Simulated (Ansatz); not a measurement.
The starting structures come from a database of crystals and need not be the phases stable at ambient conditions.

By PBEsol, the system below comes out a metal.

A figure of merit of an interconnect metal is its ballistic conductance per area.

Input:

```yaml
crystal:
  lattice:
    - [3.96546, 0.00000, 0.00000]
    - [-0.02804, 3.96536, 0.00000]
    - [1.96871, 1.98268, 2.87133]
  atoms:
    - { symbol: Al, position: [0.25000, 0.75000, 0.50000] }
    - { symbol: Al, position: [0.75000, 0.25000, 0.50000] }
    - { symbol: Cu, position: [0.50000, 0.50000, 0.00000] }
```

Space group of this cell: Fmmm. The cell is strained (lengths across the current scaled by 0.98, ions clamped); by PBEsol its mean pressure is 4.5 GPa.

The current flows along the normal of the first two printed cell vectors. No spin-orbit coupling; the value is a mean over 0.1 eV about the Fermi level.

State the ballistic conductance per area according to PBEsol (Ansatz, an electronic-structure program).

0.83 × 10¹⁵ S/m² for both spins.
